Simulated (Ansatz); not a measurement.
**PBE against PBEsol: hypothetical Pm-3n C, pressure −1 GPa**

The parent structure is C (space group Pm-3n, No. 223; a = 3.877 Å; a hypothetical phase, not in the database extracts checked).

(Cell as relaxed with PBE.)

Levels (all Ansatz, an electronic-structure program, PAW): PBE (420 eV, no SOC); PBEsol (420 eV, no spin-orbit coupling).

Each level relaxes its own structure.

```
base                     PBE   PBEsol
-------------------  -------  -------
volume per atom      7.28 Å³  6.96 Å³
lattice parameter a  3.877 Å  3.818 Å
band gap                zero     zero
```

One thing is altered: a negative pressure, −1 GPa.

| quantity | PBE | PBEsol |
|---|---|---|
| volume per atom | 7.33 Å³ | … |
| band gap | zero | … |

Question: Predict the PBEsol column.

Answer: 
- volume per atom, PBEsol: 7.00 Å³
- band gap, PBEsol: zero

PBE's volume per atom lies 0.336 Å³ above PBEsol's (4.8 %); the two agree on the band gap. Neither level is exact; PBEsol is the comparison here, not a measurement.

Load acts through the strain it causes; cell and atoms are relaxed under it. Whether these cells are dynamically stable was not tested.
